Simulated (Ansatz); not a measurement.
The slab is Si(111) 1x1 surface, 6 top atoms, 3 bilayers, bottom bilayer H-capped and fixed, every top atom capped by H; cell 11.5 x 6.6 Å; two neighbouring H replaced by OH; about 7 Å thick over the host's atoms, 18 atoms held. Method: PBE-D3(BJ) (plane waves to 420 eV, PAW; Ansatz, a first-principles code). k mesh 1 x 2 x 1. Some slab states were started with spin and the others were run without it. Results hold for this slab, coverage and mesh. All energies are electronic energies at 0 K, without vibrations. Each state was relaxed from one prepared geometry.

End state of this step: the surface fragment of BCl3 exchanges a second ligand with a neighbouring O-H group. Atoms near the product:

```
atom     x (Å)  y (Å)   z (Å)
------  ------  -----  ------
H(14)    0.025  0.099  11.061
H(45)   -1.937  3.294  11.089
O(48)    2.621  3.355  11.059
H(49)    1.420  2.841  13.257
B(a0)    3.849  3.354  11.660
Cl(a1)   0.170  2.488  13.183
Cl(a3)   3.806  3.338  13.449
```

**Question.** What energy does it take to move HCl into the gas, one a cell, with the surface relaxed behind it, and what are its closest contacts before it leaves?

**Answer.** 0.29 eV. Its closest contacts to the rest of the cell: H(49)...Cl(a3) 2.44 Å, H(49)...O(48) 2.56 Å, H(49)...B(a0) 2.95 Å.
